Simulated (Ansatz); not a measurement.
The parent structure is InAgTe$_{2}$ in the chalcopyrite structure (space group I-42d, No. 122).

```yaml
crystal:
  lattice:
    - [-3.21597, 3.21597, 6.38292]
    - [3.21597, -3.21597, 6.38292]
    - [3.21597, 3.21597, -6.38292]
  atoms:
    - { symbol: In, position: [0.50000, 0.50000, 0.00000] }
    - { symbol: In, position: [0.25000, 0.75000, 0.50000] }
    - { symbol: Te, position: [0.37500, 0.36624, 0.49124] }
    - { symbol: Te, position: [0.63376, 0.12500, 0.00876] }
    - { symbol: Te, position: [0.87500, 0.88376, 0.50876] }
    - { symbol: Te, position: [0.11624, 0.62500, 0.99124] }
    - { symbol: Ag, position: [0.00000, 0.00000, 0.00000] }
    - { symbol: Ag, position: [0.75000, 0.25000, 0.50000] }
```

Cartesian axes are those of the cell as printed.

Method: PBEsol (Ansatz, a program for electronic structure), no spin-orbit coupling.

One thing is altered: the cell is compressed by 1.50 % along x with no lateral relaxation, atoms relaxed at fixed cell.

Task: Predict the stress tensor and what it implies for the stiffness.

Result: Stress of the strained cell less that of the base (GPa, compression positive):
```
   0.86    0.00    0.00
   0.00    0.61    0.00
   0.00    0.00    0.61
```

Then −Δσ_ii/ε with ε = -0.0150 gives secant stiffness values (nonlinear terms included at this strain): C11 ≈ 58 GPa, C12 ≈ 41 GPa and C13 ≈ 41 GPa.

No phonon test of stability was made.
